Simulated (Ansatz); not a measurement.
The starting structures come from a database of crystals and need not be the phases stable at ambient conditions.

Tunnelling through a barrier is set by its complex band structure: the current falls as exp(−2κd) with the smallest κ.

Here is the system:

```yaml
crystal:
  lattice:
    - [5.59986, 0.00000, 0.00000]
    - [0.00000, 5.62565, 0.00000]
    - [0.00000, -0.03656, 7.94603]
  atoms:
    - { symbol: Na, position: [0.75000, 0.76540, 0.50080] }
    - { symbol: Na, position: [0.25000, 0.23460, 0.49920] }
    - { symbol: La, position: [0.75000, 0.75460, 0.99820] }
    - { symbol: La, position: [0.25000, 0.24540, 0.00180] }
    - { symbol: Mg, position: [0.25000, 0.74810, 0.26860] }
    - { symbol: Mg, position: [0.75000, 0.25190, 0.73140] }
    - { symbol: Te, position: [0.75000, 0.25560, 0.25590] }
    - { symbol: Te, position: [0.25000, 0.74440, 0.74410] }
    - { symbol: O, position: [0.75000, 0.18760, 0.00650] }
    - { symbol: O, position: [0.25000, 0.81240, 0.99350] }
    - { symbol: O, position: [0.75000, 0.33520, 0.48620] }
    - { symbol: O, position: [0.25000, 0.66480, 0.51380] }
    - { symbol: O, position: [0.50390, 0.01680, 0.26760] }
    - { symbol: O, position: [0.49610, 0.98320, 0.73240] }
    - { symbol: O, position: [0.00390, 0.98320, 0.73240] }
    - { symbol: O, position: [0.99610, 0.01680, 0.26760] }
    - { symbol: O, position: [0.49120, 0.50410, 0.80320] }
    - { symbol: O, position: [0.50880, 0.49590, 0.19680] }
    - { symbol: O, position: [0.99120, 0.49590, 0.19680] }
    - { symbol: O, position: [0.00880, 0.50410, 0.80320] }
```

The cell is taken as given; by r2SCAN it stands under a pressure of -4.9 GPa.

Transport runs along the normal of the first two printed cell vectors.

The gap is the functional's own, uncorrected, and κ follows it; spin-orbit coupling is left out. Mid-gap means the computed energy nearest the middle.

### Question
Compute, with r2SCAN (Ansatz, a quantum-chemistry and plane-wave program), the band gap and the smallest decay constant κ at mid-gap.

### Answer
Gap 3.22 eV on a 6×6×4 mesh; κ = 0.338 1/Å, at the zone centre.
